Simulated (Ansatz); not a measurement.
Start from Si in the diamond structure (space group Fd-3m, No. 227; a = 5.434 Å). Axes: x, y, z lie along the cube axes.

Levels (all Ansatz, a quantum-chemistry and plane-wave program, PAW): PBEsol (420 eV, spin-orbit coupling left out); r2SCAN (500 eV, scalar-relativistic without spin-orbit coupling).

Its gap is 0.47 eV with PBEsol and 0.76 eV with r2SCAN.

One thing is altered: biaxial strain −1.29 %, plane normal [001], relaxed out of plane (Cartesian); in-plane vectors clamped, the third vector and the atoms free.

With PBEsol the gap becomes 0.31 eV.

Q: If the r2SCAN correction stayed the same, what would the r2SCAN gap be, and what does the r2SCAN run give?

A: A rigid correction of +0.29 eV gives 0.60 eV. The r2SCAN run gives 0.60 eV, so the two effects roughly add.

Single points use the geometry relaxed with PBEsol. Stability against distortions was not tested.
